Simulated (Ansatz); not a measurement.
The reference is ZnCu in the CsCl type structure (space group Pm-3m, No. 221; a = 2.908 Å; relaxed with 0.1 eV smearing). Axes: x, y, z lie along the cube axes.

Level of theory: Kohn–Sham DFT with the PBEsol functional, run in Ansatz (a first-principles code) with PAW and 420 eV plane waves, without spin-orbit coupling.

Base values:

- Pressure = 0.0 GPa

Modification: uniaxial strain ε_zz = +1.50 %, all other strain components held at zero, atoms relaxed at fixed cell.

Question: Estimate the effect on the pressure.

Answer: The pressure (mean of the normal stresses, compression positive) goes from zero to -2.0 GPa.

Question: Predict the new energy relative to the base.

Answer: The energy grows by 1.1 meV/atom.

No phonon test of stability was made. The final runs are not spin-polarised.
